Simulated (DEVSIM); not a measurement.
System: double heterostructure, In0.53Ga0.47As between p- and n-type In0.52Al0.48As, at 400 K.

```
layer (left to right)        material  thickness (μm)  Nd (cm⁻³)  Na (cm⁻³)  τn (s)  τp (s)
---------------------  --------------  --------------  ---------  ---------  ------  ------
1                      In0.52Al0.48As           0.360     1.3e17          -  1.7e-9  1.7e-9
2                      In0.53Ga0.47As          0.0240          -     3.2e14  1.7e-9  1.7e-9
3                      In0.52Al0.48As           0.500          -     9.9e17  1.7e-9  1.7e-9
```

Left contact: ohmic. Right contact: ohmic. Voltage is applied to the left contact. Recombination: SRH at mid-gap, radiative. Mobility is constant in doping. Where it depends on doping, it is μmin + (μ − μmin)/(1 + (N/Nref)^α).

This is a model device: material constants are rounded textbook-type values typed into the input, and sizes, dopings and lifetimes were drawn at random. Values at 300 K; Nc and Nv go as T^1.5, mobilities as T to minus their exponent, the gap by Varshni's rule with the affinity fixed. The table also holds parameters that only a changed run uses.

```tsv
parameter	In0.52Al0.48As	In0.53Ga0.47As
gap (eV)	1.45	0.74
affinity (eV)	4	4.51
permittivity	12.5	13.9
Nc (cm⁻³)	5.1e17	2.1e17
Nv (cm⁻³)	1.1e19	7.7e18
μn (cm²/Vs)	4000	12000
μp (cm²/Vs)	75	300
μn,min	800	300
μp,min	10	10
Nref,n	3e16	1.3e17
Nref,p	1e17	4.9e17
αn	1.1	0.48
αp	0.6	0.4
T exponent of μn	1.5	1.6
T exponent of μp	1.5	1.6
B (cm³/s)	1e-10	9.6e-11
Cn (cm⁶/s)	1e-30	5e-29
Cp (cm⁶/s)	1e-30	5e-29
Varshni α (eV/K)	0.00042	0.00035
Varshni β (K)	180	190
```

Model (solved in DEVSIM): 1D drift-diffusion, Boltzmann statistics, complete ionisation; no tunnelling, impact ionisation, image-force lowering or self-heating. Band offsets follow the typed affinities; no thermionic-emission limit at abrupt steps, no polarisation charge.

Base results: dark forward voltage at 100 A/cm² (V) 0.672; dark forward voltage at 1 A/cm² (V) 0.397; potential step across the device at zero bias (V) 1.253.

What follows from this one change: thickness of layer 2 0.024 → 0.0048 μm?

dark forward voltage at 100 A/cm² 0.672 → 0.745 V; dark forward voltage at 1 A/cm² 0.397 → 0.528 V; potential step across the device at zero bias little changed (1.253 V).

What follows from this one change: doping Nd of layer 1 1.3e+17 → 1.3e+16 cm^-3?

dark forward voltage at 100 A/cm² 0.672 → 0.728 V; dark forward voltage at 1 A/cm² 0.397 → 0.473 V; potential step across the device at zero bias 1.253 → 1.174 V.

What follows from this one change: doping-dependent mobility in place of the constant one?

dark forward voltage at 100 A/cm² 0.672 → 0.693 V; dark forward voltage at 1 A/cm² little changed (0.399 V); potential step across the device at zero bias little changed (1.253 V).

What follows from this one change: Auger recombination switched on?

dark forward voltage at 100 A/cm² 0.672 → 0.664 V; dark forward voltage at 1 A/cm² little changed (0.396 V); potential step across the device at zero bias little changed (1.253 V).
